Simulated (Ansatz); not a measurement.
The starting structures come from a database of crystals and need not be the phases stable at ambient conditions.

 Where the default PAW files enter, the runs use the earlier of Ansatz's two default sets.

# Evanescent states of BaLi$_{2}$Mg(PO$_{4}$)$_{2}$ (P-3, not sure to be the ambient phase, 14 atoms a cell, 11.6 Å³ an atom, -5 GPa at this level) along the normal of (100)

Level of theory: r2SCAN (plane waves, PAW; Ansatz, a program for electronic structure).

The gap is the functional's own, uncorrected, and κ follows it; spin-orbit coupling is left out. Mid-gap values are interpolated between the computed energies.

Energies count from the valence-band top; κ is the least over a 6×4 mesh across the current.

```json
[
 {"E (eV)": "0.14", "κ (1/Å)": "0.233", "where": "off Γ"},
 {"E (eV)": "0.43", "κ (1/Å)": "0.352", "where": "Γ"},
 {"E (eV)": "0.72", "κ (1/Å)": "0.405", "where": "Γ"},
 {"E (eV)": "1.01", "κ (1/Å)": "0.437", "where": "Γ"},
 {"E (eV)": "1.30", "κ (1/Å)": "0.456", "where": "Γ"},
 {"E (eV)": "1.59", "κ (1/Å)": "0.468", "where": "Γ"},
 {"E (eV)": "1.89", "κ (1/Å)": "0.475", "where": "Γ"},
 {"E (eV)": "2.17", "κ (1/Å)": "0.479", "where": "Γ"},
 {"E (eV)": "2.46", "κ (1/Å)": "0.480", "where": "Γ"},
 {"E (eV)": "2.75", "κ (1/Å)": "0.478", "where": "Γ"},
 {"E (eV)": "3.04", "κ (1/Å)": "0.474", "where": "Γ"},
 {"E (eV)": "3.33", "κ (1/Å)": "0.467", "where": "Γ"},
 {"E (eV)": "3.62", "κ (1/Å)": "0.458", "where": "Γ"},
 {"E (eV)": "3.92", "κ (1/Å)": "0.446", "where": "Γ"},
 {"E (eV)": "4.21", "κ (1/Å)": "0.431", "where": "Γ"},
 {"E (eV)": "4.50", "κ (1/Å)": "0.412", "where": "Γ"},
 {"E (eV)": "4.79", "κ (1/Å)": "0.390", "where": "Γ"},
 {"E (eV)": "5.08", "κ (1/Å)": "0.363", "where": "Γ"},
 {"E (eV)": "5.37", "κ (1/Å)": "0.329", "where": "Γ"},
 {"E (eV)": "5.66", "κ (1/Å)": "0.287", "where": "Γ"},
 {"E (eV)": "5.95", "κ (1/Å)": "0.231", "where": "Γ"},
 {"E (eV)": "6.24", "κ (1/Å)": "0.144", "where": "Γ"}
]
```

Question: How thick must the barrier be to attenuate the transmission by 10^6 when the electrodes' Fermi level lies at 6.24 eV, and what attenuation does that film give at 1.01 eV?

Answer: d = 6 ln 10 / (2 × 0.144) = 48.0 Å. At 1.01 eV it gives 6 × 0.437/0.144 = 18.2 decades.
